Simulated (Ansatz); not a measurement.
Take Os in the hcp (Mg type) structure (space group P6_3/mmc, No. 194; a = 2.755 Å, c = 4.344 Å) as the base.

Level of theory: Ansatz (a first-principles code), PBE, PAW, cutoff 420 eV, without spin-orbit coupling.

One change was made to it. Results:

| quantity | base | after |
|---|---|---|
| c/a ratio | 1.577 | 1.579 |
| volume per atom | 14.28 Å³ | 13.79 Å³ |

What was done to the base?
(A) pressure 50 GPa
(B) pressure 30 GPa
(C) pressure 15 GPa
(D) pressure 7 GPa

C, pressure 15 GPa. For comparison, the volume per atom in the other runs: pressure 50 GPa gives 12.93 Å³; pressure 7 GPa gives 14.04 Å³; pressure 30 GPa gives 13.38 Å³.

Load acts through the strain it causes; cell and atoms are relaxed under it. Stability against distortions was not tested. No other phases were tried under pressure. All final runs are without spin polarisation.
